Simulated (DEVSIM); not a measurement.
Structure: Ru/Al2O3/SiO2/n-Si capacitor, at 300 K.

| layer (left to right) | material | thickness (nm) | Nd (cm⁻³) |
|---|---|---|---|
| 1 | Al2O3 | 3.30 | - |
| 2 | SiO2 | 0.870 | - |
| 3 | Si | 7700 | 5.6e15 |

Metal gate on the left, work function 4.7 eV. Fixed charge at the semiconductor interface 2.6e10 cm⁻² (in units of +e); no interface traps.

Constants are typed, rounded textbook-type inputs, not results; the design itself was drawn at random and stands for no fabricated device. Values at 300 K.

| parameter | Al2O3 | SiO2 | Si |
|---|---|---|---|
| gap (eV) | 6.8 | 9 | 1.124 |
| affinity (eV) | 1.35 | 0.9 | 4.05 |
| permittivity | 9 | 3.9 | 11.7 |
| Nc (cm⁻³) | - | - | 2.86e19 |
| Nv (cm⁻³) | - | - | 3.1e19 |

Model (solved in DEVSIM): 1D Poisson equation in equilibrium, Boltzmann statistics, complete ionisation; no quantum confinement or tunnelling. Metal contacts follow the ideal Schottky-Mott rule: no Fermi-level pinning, no interface dipoles.

The fixed charge was swept, all else fixed.

| fixed charge (cm^-2) | flat-band voltage (V) | minimum of the low-frequency capacitance (μF/cm²) | threshold voltage (band bending 2φF) (V) |
|---|---|---|---|
| -3.27e12 | 0.78 | 0.0292 | 0.08 |
| -1.62e12 | 0.60 | 0.0290 | -0.10 |
| 2.6e10 | 0.43 | 0.0292 | … |
| 1.68e12 | 0.25 | 0.0299 | -0.45 |
| 3.33e12 | 0.07 | 0.0294 | -0.63 |

Problem. Fill in the missing entries.

Solution. 
- 2.6e10, threshold voltage (band bending 2φF) (V): -0.28
